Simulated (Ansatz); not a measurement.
Electronic density of states of amorphous Si14B14C14N28, density 2.15 g/cm³, on a 2×2×2 Γ-centred mesh with a Gaussian width of 0.1 eV; energies count from the Fermi level, whose place inside the gap is arbitrary. Cell and mesh are small, so fine structure isn't converged. Method: PBE, scalar-relativistic without spin-orbit coupling (plane waves to 420 eV, PAW; Ansatz, a program for electronic structure). Sampling: a 2×2×2 Γ-centred mesh; Fermi-Dirac width 0.02 eV; no spin polarisation. At PBE the levels at the filled edge of the gap are localised (band-tail or defect states), and the nearest spread-out levels lie 1.1 eV apart at the zone centre.

It comes from a melt-quench run on a machine-learned potential (CHGNet), relaxed afterwards by DFT. N atoms were pushed apart under 1.9 Å during the dynamics, to hinder bonds among them. The hot cell started wider than the set density and was brought back towards it in steps. It is the lowest in DFT energy of 2 quenches. It is a model cell: composition and starting density were chosen by hand, and all elements were melted together. No dispersion term was used. Its density started from a set value of 2.15 and ended at 2.15 g/cm³. The quench (nominally 630 K/ps over its main leg) was far faster than any real one, so the model tends to hold more defects than a real film. Values belong to this one cell and scatter from quench to quench. The volume was held where the preparation left it, at a PBE pressure of -2.0 GPa (tension). Stress components on the final sampling reach 5.5 GPa. On a 2×2×2 Γ-centred mesh force components of up to 0.17 eV/Å stay, since the relaxation ran on the zone centre alone.

(E - EF (eV), states/(eV atom)): (-12.00, 0.12); (-11.90, 0.07); (-11.80, 0.02); (-11.70, 0.05); (-11.60, 0.12); (-11.50, 0.19); (-11.40, 0.20); (-11.30, 0.17); (-11.20, 0.12); (-11.10, 0.10); (-11.00, 0.10); (-10.90, 0.16); (-10.80, 0.19); (-10.70, 0.25); (-10.60, 0.34); (-10.50, 0.32); (-10.40, 0.23); (-10.30, 0.18); (-10.20, 0.12); (-10.10, 0.09); (-10.00, 0.14); (-9.90, 0.16); (-9.80, 0.21); (-9.70, 0.24); (-9.60, 0.18); (-9.50, 0.16); (-9.40, 0.23); (-9.30, 0.29); (-9.20, 0.22); (-9.10, 0.24); (-9.00, 0.25); (-8.90, 0.21); (-8.80, 0.20); (-8.70, 0.23); (-8.60, 0.23); (-8.50, 0.27); (-8.40, 0.34); (-8.30, 0.32); (-8.20, 0.29); (-8.10, 0.24); (-8.00, 0.29); (-7.90, 0.31); (-7.80, 0.31); (-7.70, 0.32); (-7.60, 0.35); (-7.50, 0.37); (-7.40, 0.29); (-7.30, 0.28); (-7.20, 0.34); (-7.10, 0.40); (-7.00, 0.40); (-6.90, 0.39); (-6.80, 0.41); (-6.70, 0.41); (-6.60, 0.36); (-6.50, 0.37); (-6.40, 0.38); (-6.30, 0.38); (-6.20, 0.40); (-6.10, 0.40); (-6.00, 0.41); (-5.90, 0.40); (-5.80, 0.34); (-5.70, 0.32); (-5.60, 0.35); (-5.50, 0.39); (-5.40, 0.40); (-5.30, 0.40); (-5.20, 0.44); (-5.10, 0.40); (-5.00, 0.38); (-4.90, 0.39); (-4.80, 0.37); (-4.70, 0.37); (-4.60, 0.31); (-4.50, 0.28); (-4.40, 0.32); (-4.30, 0.31); (-4.20, 0.29); (-4.10, 0.30); (-4.00, 0.29); (-3.90, 0.32); (-3.80, 0.35); (-3.70, 0.35); (-3.60, 0.34); (-3.50, 0.35); (-3.40, 0.32); (-3.30, 0.29); (-3.20, 0.33); (-3.10, 0.36); (-3.00, 0.39); (-2.90, 0.39); (-2.80, 0.40); (-2.70, 0.39); (-2.60, 0.38); (-2.50, 0.42); (-2.40, 0.45); (-2.30, 0.32); (-2.20, 0.19); (-2.10, 0.18); (-2.00, 0.22); (-1.90, 0.30); (-1.80, 0.31); (-1.70, 0.25); (-1.60, 0.22); (-1.50, 0.18); (-1.40, 0.09); (-1.30, 0.14); (-1.20, 0.20); (-1.10, 0.16); (-1.00, 0.12); (-0.90, 0.14); (-0.80, 0.06); (-0.70, 0.01); (-0.60, 0.00); (-0.50, 0.00); (-0.40, 0.01); (-0.30, 0.07); (-0.20, 0.15); (-0.10, 0.06); (0.00, 0.01); (0.10, 0.05); (0.20, 0.14); (0.30, 0.12); (0.40, 0.14); (0.50, 0.10); (0.60, 0.02); (0.70, 0.03); (0.80, 0.11); (0.90, 0.21); (1.00, 0.26); (1.10, 0.24); (1.20, 0.19); (1.30, 0.13); (1.40, 0.12); (1.50, 0.13); (1.60, 0.15); (1.70, 0.15); (1.80, 0.14); (1.90, 0.17); (2.00, 0.17); (2.10, 0.19); (2.20, 0.20); (2.30, 0.17); (2.40, 0.16); (2.50, 0.11); (2.60, 0.14); (2.70, 0.25); (2.80, 0.30); (2.90, 0.30); (3.00, 0.30); (3.10, 0.32); (3.20, 0.25); (3.30, 0.20); (3.40, 0.22); (3.50, 0.26); (3.60, 0.29); (3.70, 0.36)

The level gap on this mesh is 0.36 eV; the broadening fills part of it in the curve.
